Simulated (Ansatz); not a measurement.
A computed series for MoS2: carrier doping

Start from MoS₂ (space group R3m, No. 160; a = 3.175 Å, c = 18.586 Å (hexagonal axes); layered, stacked along the Cartesian z axis).

Carriers are added at fixed cell with a uniform background; the Fermi–Dirac width is that of 300 K.

Level of theory: r2SCAN+rVV10 in Ansatz (plane waves to 500 eV, PAW, without spin-orbit coupling), earlier PAW set.

Notes on the quantities. Fermi level from band edge: Fermi level relative to the doped band's edge (positive inside the band; to 0.05 eV).

| hole density (10^21 cm⁻³) | Fermi level from band edge (eV) |
|---|---|
| 2 | 0.70 |
| 3 | ? |
| 5 | 0.95 |
| 7 | 1.05 |

**Question.** Fit E_F = C n^s, fitted as a line in log–log form (a parabolic band gives s = 2/3) to the rows shown and predict the withheld row.

**Answer.** Least squares on the printed values gives C = 0.56 eV, s = 0.33 (largest residual 0.01 eV); this predicts 0.80 eV, and the run gives 0.80 eV, in agreement.

Carriers are added with a uniform compensating background; total energy and stress of such cells depend on the potential's zero and are not compared; many-body gap narrowing is missing at this level. Whether these cells are dynamically stable was not tested.

Ansatz is a first-principles code.
